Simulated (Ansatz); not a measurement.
Results of PBEsol (Ansatz, a first-principles code, PAW) for CdCl₂ (within 0.1 Å of P-3m1, No. 164, 3 atoms in the cell; start mp-695850; a measured phase of this formula has another space group).

Settings: plane-wave cutoff 500 eV, 12×12×6 k mesh (along the axes of the cell as run), gaussian smearing 0.02 eV, scalar-relativistic PAW data made under PBE.

Cell (relaxed at this level):

Space group P-3m1 (No. 164); a = b = 3.8182 Å, c = 6.3138 Å, α = β = 90.00°, γ = 120.00°

```csv
atom,site,symmetry,x,y,z
Cd,1a,-3m.,0.0000,0.0000,0.0000
Cl,2d,3m.,0.3333,0.6667,0.2262
```

Q: Give the computed band gap.

A: 
band gap: 3.64 eV (on the SCF k mesh)

Note: the cell has widely spaced layers and the level no dispersion term, so their spacing and the moduli can rest on weak binding.

Spin–orbit coupling is not included.

Static lattice: no zero-point or thermal effects.

Computing time: very roughly 17 core-minutes.

A start named mp-… is a Materials Project structure, which need not be a measured phase.
